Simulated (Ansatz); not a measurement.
ZrC: isotropic strain +2.00 %

The reference is ZrC in the rock salt structure (space group Fm-3m, No. 225; a = 4.669 Å; relaxed with 0.1 eV smearing).

The change: every lattice vector is stretched by 2.00 %; the atoms relax in the strained cell.

All numbers come from plane-wave PAW DFT at the PBEsol level (Ansatz, a first-principles code, 420 eV), no spin-orbit coupling. Γ-centred 21×21×21 mesh, Fermi–Dirac width 0.1 eV.

The volume per atom increases by 0.78 Å³ to 13.50 Å³ and the space group remains Fm-3m (No. 225). The shortest interatomic distance increases by 0.0467 Å to 2.381 Å and the energy rises by 32 meV/atom. The pressure goes from zero to -12.4 GPa and the band gap remains zero.

Final structure:

```
ZrC
1.0
    0.00000     2.38123     2.38123
    2.38123     0.00000     2.38123
    2.38123     2.38123     0.00000
Zr C
1 1
Cartesian
  0.00000   0.00000   0.00000
  2.38123   2.38123   2.38123
```

No phonon test of stability was made. All final runs are without spin polarisation.
